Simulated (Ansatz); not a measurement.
Results of r²SCAN+rVV10 (plane waves, PAW; Ansatz, an electronic-structure program) for AlB2-type TiB2.

Settings: plane-wave cutoff 560 eV, 24×24×18 k mesh (along the axes of the cell as run), Fermi–Dirac smearing 0.05 eV, no spin polarisation, scalar-relativistic PAW data made under PBE.

Response to compression and expansion:

Shape and atoms are relaxed at each volume.

```
V (Å³/atom)  P (GPa)  c (Å)  a (Å)
-----------  -------  -----  -----
8.141          11.50  3.161  2.987
8.311           5.47  3.188  3.005
8.480           0.00  3.216  3.023
8.650          -4.96  3.243  3.040
8.820          -9.45  3.270  3.057
```

Note: the bulk modulus comes from volumes at which shape and atoms were relaxed.
